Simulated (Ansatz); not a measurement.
**YN in the rock salt structure (space group Fm-3m, No. 225)**

```xyz
2
Lattice="0.0000 2.4478 2.4478 2.4478 0.0000 2.4478 2.4478 2.4478 0.0000" Properties=species:S:1:pos:R:3 pbc="T T T"
Y      0.0000     0.0000     0.0000
N      2.4478     2.4478     2.4478
```

All numbers come from Ansatz (a quantum-chemistry and plane-wave program), r2SCAN, PAW, cutoff 500 eV, scalar-relativistic without spin-orbit coupling. Γ-centred 12×12×12 mesh, Fermi–Dirac width 0.05 eV.

| Property | Value |
|---|---|
| Volume per atom | 14.67 Å³ |
| Density | 5.83 g/cm³ |
| Band gap | 0.58 eV, indirect, Γ → X |
| Electron mass | 1.3 mₑ along k, 0.15 mₑ across |
| Hole mass (degenerate bands, along [100]) | 0.17, 1.1, 1.1 mₑ |
| Lowest conduction-band minima above the VBM | X along ⟨100⟩ 0.58 eV |
| Total energy | -2124.238 eV/atom (σ→0; compares only within this code and set-up) |

Masses are band curvatures over ±0.01 Å⁻¹ around the edge. Along k means along the line from Γ to the band edge. Semilocal Kohn–Sham gaps tend to fall short of experiment. Stability against distortions was not tested.
